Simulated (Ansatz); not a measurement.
Pressure series in hypothetical diamond Ag

Consider Ag in the diamond structure (space group Fd-3m, No. 227; a hypothetical phase, not in the database extracts checked).

Ag has the cubic space group Fd-3m, origin choice 1 (No. 227), the diamond structure, Pearson symbol cF8. Lattice parameters: a = b = c = 6.218 Å, α = β = γ = 90.00°. Ag on 8a has 4 Ag at 2.692 Å (tetrahedral). (Neighbours: up to the widest gap in distance over summed covalent radii, below 1.35, at either atom.)
(The calculation used a cell of 2 atoms; values per cell refer to that cell.)

Cell and atoms are relaxed at each pressure.

Calculations: PBE (Ansatz, an electronic-structure program), no SOC.

Notes on the quantities. enthalpy: H = E + PV relative to the base's energy.

```json
[
 {"change": "base", "enthalpy": "–", "lattice parameter a": "6.218 Å"},
 {"change": "pressure −2 GPa", "enthalpy": "-0.39 eV/atom", "lattice parameter a": "6.396 Å"},
 {"change": "pressure −1 GPa", "enthalpy": "-0.19 eV/atom", "lattice parameter a": "6.294 Å"},
 {"change": "pressure 0.3 GPa", "enthalpy": "+0.06 eV/atom", "lattice parameter a": "6.198 Å"},
 {"change": "pressure 0.7 GPa", "enthalpy": "+0.13 eV/atom", "lattice parameter a": "6.174 Å"},
 {"change": "pressure 1.5 GPa", "enthalpy": "+0.28 eV/atom", "lattice parameter a": "6.128 Å"},
 {"change": "pressure 3 GPa", "enthalpy": "+0.54 eV/atom", "lattice parameter a": "6.056 Å"},
 {"change": "pressure 5 GPa", "enthalpy": "+0.88 eV/atom", "lattice parameter a": "5.977 Å"},
 {"change": "pressure 7.5 GPa", "enthalpy": "+1.29 eV/atom", "lattice parameter a": "5.897 Å"},
 {"change": "pressure 10 GPa", "enthalpy": "+1.68 eV/atom", "lattice parameter a": "5.832 Å"}
]
```

Load acts through the strain it causes; cell and atoms are relaxed under it. Stability against distortions was not tested. Competing high-pressure phases were not computed.
